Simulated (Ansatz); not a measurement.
For YAl₃ (P6₃/mmc, No. 194; structure not from a measured cell), LDA (Ansatz, a first-principles code, plane waves, PAW) gives:

| Property | Value |
|---|---|
| lattice parameter a | 6.157 Å |
| lattice parameter c | 4.549 Å |

Task: What does PBEsol (plane waves, PAW; Ansatz) give for the same quantities?

Result: 
- lattice constant a: 6.212 Å (goes up by 0.9 %)
- lattice parameter c: 4.589 Å (goes up by 0.9 %)

Changes are worked out from the printed values.

Unless a cell is named, each level is at its own relaxed cell (LDA 18.67, PBEsol 19.17 Å³/atom).

Caveats: the relaxation could not lower the start's symmetry, so the cell can be a saddle point above a distorted one (LDA, PBEsol). Ansatz's density-functional and Hartree–Fock values are scalar-relativistic unless marked +SOC, with PAW data made under PBE.
